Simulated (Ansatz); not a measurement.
Functionals compared on a constructed model of the (0001) surface of wurtzite GaN, Ga-terminated, 2x2 Al adatom at T4 (bottom of the slab: 3 H on 4 bottom sites), in Ansatz (plane waves, PAW). The structure was relaxed with PBE; the other rows are single points on it. Cutoff 420 eV (500 eV for r2SCAN).

Model: 44-atom slab, 13.9 Å thick at the start with caps and adatoms (thin: gaps and levels are the slab's own), 4x4x1 mesh, Fermi-Dirac 0.025 eV, dipole correction, 8 atoms held, the rest relaxed; symmetry of the start imposed; no spin, no spin-orbit, no U. In PBE it is, or lies within 0.01 eV a 1x1 cell of, the lowest of the 2 structures of its composition computed so far; subsurface sites and larger cells were not tried. These notes are the PBE run's.

```
functional  gap of the slab on its k-mesh (eV)  highest filled level below the top vacuum level (eV)         rough cost of the single point
----------  ----------------------------------  ----------------------------------------------------  -------------------------------------
PBE                                       0.46                                                  4.46                                      –
r2SCAN                                     [?]                                                   [?]  about 4 core-minutes (a rough figure)
```

### Question
Some entries are withheld; supply them.

### Answer

- r2SCAN, gap of the slab on its k-mesh (eV): 0.77
- r2SCAN, highest filled level below the top vacuum level (eV): 4.62

Ansatz is an electronic-structure program.
